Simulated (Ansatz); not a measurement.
System: HfO₂ (P4₂/mnm, No. 136, 6 atoms in the cell; start mp-776532; a measured phase of this formula has another space group). Method: r²SCAN+rVV10 in Ansatz (plane waves, PAW).

Run with plane-wave cutoff 560 eV, 8×8×10 k mesh (along the axes of the cell as run), Fermi–Dirac smearing 0.01 eV, scalar-relativistic PAW data made under PBE.

Cell (relaxed at this level):

```cif
data_Hf2O4
_chemical_formula_sum 'Hf2 O4'
_space_group_name_H-M_alt 'P42/mnm'
_space_group_IT_number 136
_space_group_name_Hall '-P 4n 2n'
_cell_length_a 4.82509
_cell_length_b 4.82509
_cell_length_c 3.21653
_cell_angle_alpha 90.000
_cell_angle_beta 90.000
_cell_angle_gamma 90.000
loop_
_atom_site_label
_atom_site_type_symbol
_atom_site_symmetry_multiplicity
_atom_site_Wyckoff_symbol
_atom_site_fract_x
_atom_site_fract_y
_atom_site_fract_z
_atom_site_occupancy
Hf1 Hf 2 a 0.00000 0.00000 0.00000 1
O1 O 4 f 0.30497 0.30497 0.00000 1
```

Predict the band gap.


- band gap: 4.53 eV

Spin–orbit coupling is not included.

Computed values are for the static lattice.

A start named mp-… is a Materials Project structure, which need not be a measured phase.

Ansatz is a quantum-chemistry and plane-wave program.
